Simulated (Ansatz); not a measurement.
The reference is MgTe in the zinc blende structure (space group F-43m, No. 216; a = 6.439 Å).

Method: DFT with PBEsol, PAW potentials and a 420 eV plane-wave cutoff in Ansatz (an electronic-structure program), no SOC.

Before the change:

The band gap comes out as 2.35 eV, the gap character is direct at Γ and the density comes out as 3.78 g/cm³.

One thing is altered: a hydrostatic pressure of 22.5 GPa.

Problem. What does the calculation give for the band gap, gap character and density after the change?

Solution. The band gap decreases by 0.282 eV (2.35 eV → 2.06 eV); the gap character goes from direct at Γ to indirect, Γ → X; the density goes up by 1.43 g/cm³ to 5.21 g/cm³.

With Te present, leaving out spin-orbit coupling can change the band edges. Load acts through the strain it causes; cell and atoms are relaxed under it. Stability against distortions was not tested. Tetrahedral semiconductors of this kind turn to denser phases somewhere between about 1 and 50 GPa; those were not computed, so compressed cells here can lie past the real transition.
